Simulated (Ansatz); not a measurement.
This Ansatz (a quantum-chemistry and plane-wave program) input is the reference run, CdIn2Te4 (space group I-4, No. 82), computed with PBEsol (Ansatz; PAW; 420 eV plane waves; without spin-orbit coupling):

Ansatz 0.2 input:
```yaml
crystal:
  lattice:
    - [-3.1169063654, 3.1169063654, 6.2099858551]
    - [3.1169063654, -3.1169063654, 6.2099858551]
    - [3.1169063654, 3.1169063654, -6.2099858551]
  atoms:
    - { symbol: Cd, position: [0, 0, 0] }
    - { symbol: In, position: [0.5, 0.5, 0] }
    - { symbol: In, position: [0.75, 0.25, 0.5] }
    - { symbol: Te, position: [0.3615715515, 0.4190433769, 0.5024500333] }
    - { symbol: Te, position: [0.5809566231, 0.0834066565, 0.9425281746] }
    - { symbol: Te, position: [0.9165933435, 0.8591215182, 0.4975499667] }
    - { symbol: Te, position: [0.1408784818, 0.6384284485, 0.0574718254] }
basis: { ecutwfc: 420, ecutrho_ratio: 4, xc_grid: 2, fft_grid_basis: typed }
kpoints: { mp_grid: { grid: [8, 8, 8] } }
hamiltonian:
  xc: pbesol
  dispersion: none
  pseudopotentials: { kind: paw }
scf: { occupations: { method: fermi_dirac, width: 0.05 }, convergence: { dr2_threshold: 0.0000000007 } }
output: { forces: true, stress: true }
checkpoint: { write: state.ck, write_every: 1000 }
```

**Question.** Write the input for this change: the cell is stretched by 1.50 % along x with no lateral relaxation; the atoms relax in the strained cell.

**Answer.** 
Ansatz 0.2 input:
```yaml
crystal:
  lattice:
    - [-3.1636599609, 3.1169063654, 6.2099858551]
    - [3.1636599609, -3.1169063654, 6.2099858551]
    - [3.1636599609, 3.1169063654, -6.2099858551]
  atoms:
    - { symbol: Cd, position: [0, 0, 0] }
    - { symbol: In, position: [0.5, 0.5, 0] }
    - { symbol: In, position: [0.75, 0.25, 0.5] }
    - { symbol: Te, position: [0.3615715515, 0.4190433769, 0.5024500333] }
    - { symbol: Te, position: [0.5809566231, 0.0834066565, 0.9425281746] }
    - { symbol: Te, position: [0.9165933435, 0.8591215182, 0.4975499667] }
    - { symbol: Te, position: [0.1408784818, 0.6384284485, 0.0574718254] }
basis: { ecutwfc: 420, ecutrho_ratio: 4, xc_grid: 2, fft_grid_basis: typed }
kpoints: { mp_grid: { grid: [8, 8, 8] } }
hamiltonian:
  xc: pbesol
  dispersion: none
  pseudopotentials: { kind: paw }
scf: { occupations: { method: fermi_dirac, width: 0.05 }, convergence: { dr2_threshold: 0.0000000007 } }
relax: { f_tol: 0.005, max_steps: 50 }
output: { forces: true, stress: true }
checkpoint: { write: state.ck, write_every: 1000 }
```
This is the input that was run.

Stability against distortions was not tested.
